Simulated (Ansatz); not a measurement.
**MgTe, response to strain**

The reference is MgTe in the wurtzite structure (space group P6_3mc, No. 186; a = 4.5614 Å, c = 7.4119 Å).

Strains are applied to the cell and any free atomic positions relax.

All numbers come from plane-wave PAW DFT at the PBEsol level (Ansatz, an electronic-structure program, 420 eV), no SOC.

```
isotropic strain (%)  band gap (eV)
--------------------  -------------
-3                             2.81
-2.4                              ?
-1.8                           2.63
-1.2                           2.55
-0.6                           2.47
0                              2.39
```

Fit E_g = E₀ + Dε (ε in %) to the rows shown and predict the withheld row.

Least squares on the printed values gives E₀ = 2.39 eV, D = -140 meV per % of strain (largest residual 0.01 eV); this predicts 2.72 eV, and the run gives 2.72 eV, in agreement.

With Te present, leaving out spin-orbit coupling can change the band edges. Stability against distortions was not tested.
